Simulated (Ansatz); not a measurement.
Ru with two functionals, Ru → Os

The parent structure is Ru in the hcp (Mg type) structure (space group P6_3/mmc, No. 194; a = 2.7220 Å, c = 4.2907 Å).

(Cell as relaxed with PBE.)

Levels (all Ansatz, a first-principles code, PAW, earlier PAW set): PBE (420 eV, no spin-orbit coupling); r2SCAN (500 eV, no spin-orbit coupling).

Each level relaxes its own structure.

| base | PBE | r2SCAN |
|---|---|---|
| volume per atom | 13.77 Å³ | 13.51 Å³ |
| lattice parameter a | 5.144 bohr | 5.113 bohr |
| band gap | zero | zero |

It is then changed as follows: every Ru is replaced by Os, then cell and atoms are relaxed.

```json
[
 {"quantity": "lattice parameter a", "PBE": "5.206 bohr", "r2SCAN": "5.176 bohr"},
 {"quantity": "c/a ratio", "PBE": "1.577", "r2SCAN": "1.576"}
]
```

PBE's lattice parameter a lies 0.030 bohr above r2SCAN's (0.6 %). Neither level is exact; r2SCAN is the comparison here, not a measurement.

Stability against distortions was not tested. All final runs are without spin polarisation.
